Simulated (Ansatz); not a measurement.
## Hypothetical P6_3/mmc PbS: pressure series

The parent structure is PbS (space group P6_3/mmc, No. 194; a = 4.951 Å, c = 5.916 Å; a hypothetical phase, not in the database extracts checked).

Cell and atoms are relaxed at each pressure.

The values are results of PBEsol (Ansatz, a program for electronic structure), no SOC, not measurements.

```json
[
 {"change": "base", "band gap": "1.29 eV", "shortest interatomic distance": "2.859 Å"},
 {"change": "pressure −2 GPa", "band gap": "1.36 eV", "shortest interatomic distance": "2.907 Å"},
 {"change": "pressure −1 GPa", "band gap": "1.33 eV", "shortest interatomic distance": "2.881 Å"},
 {"change": "pressure 3 GPa", "band gap": "1.18 eV", "shortest interatomic distance": "2.801 Å"},
 {"change": "pressure 7 GPa", "band gap": "1.04 eV", "shortest interatomic distance": "2.742 Å"},
 {"change": "pressure 15 GPa", "band gap": "0.66 eV", "shortest interatomic distance": "2.657 Å"},
 {"change": "pressure 30 GPa", "band gap": "zero", "shortest interatomic distance": "2.549 Å"},
 {"change": "pressure 50 GPa", "band gap": "zero", "shortest interatomic distance": "2.451 Å"},
 {"change": "pressure 75 GPa", "band gap": "zero", "shortest interatomic distance": "2.367 Å"}
]
```

A case with no gap was solved on a k-mesh chosen for an insulator, which is coarse for it. With Pb present, leaving out spin-orbit coupling can change the band edges. Load acts through the strain it causes; cell and atoms are relaxed under it. Stability against distortions was not tested. Competing high-pressure phases were not computed. The base started in P6_3mc and relaxed to P6_3/mmc at this level. The final runs are not spin-polarised. A zero or small gap of PbS under pressure 30 GPa, PbS under pressure 50 GPa and PbS under pressure 75 GPa can be the functional's error rather than a property of the material.
